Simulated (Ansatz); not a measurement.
System: Mg3SnO (model structure, started from the Mg3SbN type, Pm-3m, No. 221, 5 atoms in the cell). Method: LDA (Ansatz, a first-principles code, PAW).

Run with plane-wave cutoff 520 eV, 14×14×14 k mesh, Fermi–Dirac smearing 0.05 eV, scalar-relativistic PAW data made under PBE.

Cell (relaxed at this level):

Space group Pm-3m (No. 221); a = 4.290 Å, b = 4.290 Å, c = 4.290 Å, α = 90.00°, β = 90.00°, γ = 90.00°

| atom | site | symmetry | x | y | z |
|---|---|---|---|---|---|
| Mg | 3c | 4/mm.m | 0.0000 | 0.5000 | 0.5000 |
| Sn | 1a | m-3m | 0.0000 | 0.0000 | 0.0000 |
| O | 1b | m-3m | 0.5000 | 0.5000 | 0.5000 |

Problem. Give the computed bulk modulus B0.

Solution. 
bulk modulus B0: 80.3 GPa

The run finds no gap.

Note: the bulk modulus is −V dP/dV from two relaxed cells at ±2 % in volume; the relaxation could raise the start's symmetry but not lower it, so the cell can be a saddle point.

Spin–orbit coupling is not included; it can open a gap where bands touch, and shift volumes and moduli.

Cost on a shared machine: roughly 70 core-seconds.

A model structure was made by putting elements into a prototype or built by hand; it is no filed structure, need not be a known phase, and can be a saddle point held by its symmetry.
